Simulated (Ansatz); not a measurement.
The starting structures come from a database of crystals and need not be the phases stable at ambient conditions.

Inside the gap of an insulator the Bloch states are evanescent, with a wavenumber k + iκ along the transport direction.

Given:

```
CELL_PARAMETERS angstrom
      5.61263     0.00000     0.00000
     -2.80632     6.92079     0.00000
      2.80632     0.00000    12.16325
ATOMIC_POSITIONS crystal
  Rb 0.17751 0.00000 0.64498
  Rb 0.82249 0.00000 0.35502
  Rb 0.07249 0.50000 0.85502
  Rb 0.42751 0.50000 0.14498
  Ta 0.00000 0.00000 0.00000
  Ta 0.25000 0.50000 0.50000
  Cu 0.50000 0.00000 0.00000
  Cu 0.75000 0.50000 0.50000
  S  0.15716 0.69100 0.39306
  S  0.44978 0.30900 0.39306
  S  0.85922 0.30900 0.60694
  S  0.53384 0.69100 0.60694
  S  0.09284 0.80900 0.10694
  S  0.80022 0.19100 0.10694
  S  0.39078 0.19100 0.89306
  S  0.71616 0.80900 0.89306
```

Space group of this cell: Fddd. The cell is taken as given; by r2SCAN its mean pressure is -1.2 GPa.

Transport runs along the normal of the first two printed cell vectors.

No gap correction and no spin-orbit coupling; mid-gap values are interpolated between computed energies.

Estimate the band gap and the smallest decay constant κ at mid-gap that r2SCAN in Ansatz (a first-principles code) returns for this system.

Gap 2.57 eV on a 6×6×6 mesh; κ = 0.403 1/Å, at the zone centre.
